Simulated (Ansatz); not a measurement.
**A computed series for BN: pressure series**

Base system: BN (space group P6_3/mmc, No. 194; a = 2.5064 Å, c = 6.6147 Å; layered, stacked along the Cartesian z axis).

Cell and atoms are relaxed at each pressure.

Calculations: DFT with PBE-D3(BJ), PAW potentials and a 420 eV plane-wave cutoff in Ansatz (a first-principles code), scalar-relativistic without spin-orbit coupling.

| pressure (GPa) | volume per atom (Å³/atom) |
|---|---|
| 0 | 8.997 |
| 0.3 | ? |
| 0.7 | 8.795 |
| 1.5 | 8.614 |
| 3 | 8.352 |
| 5 | 8.085 |
| 10 | 7.617 |

Question: Fit the third-order Birch–Murnaghan form P(V) = (3B₀/2)[(V₀/V)^(7/3) − (V₀/V)^(5/3)]·[1 + (3/4)(B₀′ − 4)((V₀/V)^(2/3) − 1)] (squares taken in P) to the rows shown and predict the withheld row.

Answer: Least squares on the printed values gives V₀ = 8.992 Å³/atom, B₀ = 28.8 GPa, B₀′ = 9.7; this predicts 8.903 Å³/atom, and the run gives 8.904 Å³/atom, in agreement.

Measured bulk modulus of BN: 27.4 GPa (room temperature; as listed in Hermann Muhammad et al., Nanoscale (2024)); the computed value is for a static lattice, so the two differ by thermal effects too.

Load acts through the strain it causes; cell and atoms are relaxed under it. Stability against distortions was not tested. No other phases were tried under pressure.
